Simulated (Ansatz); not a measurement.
Density of states of WPt3 (I4/mmm) near the Fermi level, Ansatz (a program for electronic structure) with PBEsol, rigid bands.

| E − E_F (eV) | states/eV/cell |
|---|---|
| -1.92 | 3.64 |
| -1.82 | 3.48 |
| -1.72 | 3.15 |
| -1.62 | 2.91 |
| -1.52 | 2.83 |
| -1.42 | 2.61 |
| -1.32 | 2.77 |
| -1.22 | 3.29 |
| -1.12 | 3.59 |
| -1.02 | 3.69 |
| -0.92 | 4.70 |
| -0.82 | 4.27 |
| -0.72 | 3.06 |
| -0.62 | 2.89 |
| -0.52 | 3.02 |
| -0.42 | 2.52 |
| -0.32 | 2.41 |
| -0.22 | 2.51 |
| -0.12 | 2.85 |
| -0.02 | 3.01 |
| 0.08 | 2.69 |
| 0.18 | 2.53 |
| 0.28 | 2.44 |
| 0.38 | 2.43 |
| 0.48 | 2.37 |
| 0.58 | 2.38 |
| 0.68 | 2.61 |
| 0.78 | 3.02 |
| 0.88 | 3.40 |
| 0.98 | 3.51 |
| 1.08 | 4.10 |
| 1.18 | 5.12 |
| 1.28 | 4.65 |
| 1.38 | 5.00 |
| 1.48 | 5.18 |
| 1.58 | 4.93 |
| 1.68 | 4.32 |
| 1.78 | 3.40 |
| 1.88 | 2.46 |

Q: With 4 atoms a cell, what bare Sommerfeld coefficient γ = (π²/3) k_B² N(E_F) follows?

A: N(E_F) ≈ 2.9 states/eV a cell at 300 K, so γ ≈ 1.70 mJ/(mol of atoms·K²), before many-body enhancement (phonons, spin fluctuations, correlation).

Q: How far does the Fermi level move in a rigid band for 0.1 electron a cell added or removed?

A: 35 meV and -34 meV.

A metal at this level (no band gap); rigid bands, thermally averaged at 300 K, both spins. Spin-orbit coupling is left out, which matters with elements this heavy. Geometry: cell and atoms relaxed with PBEsol.

Computed structure with no diffraction record at hand here (it may be known, metastable or hypothetical): WPt3 (I4/mmm).
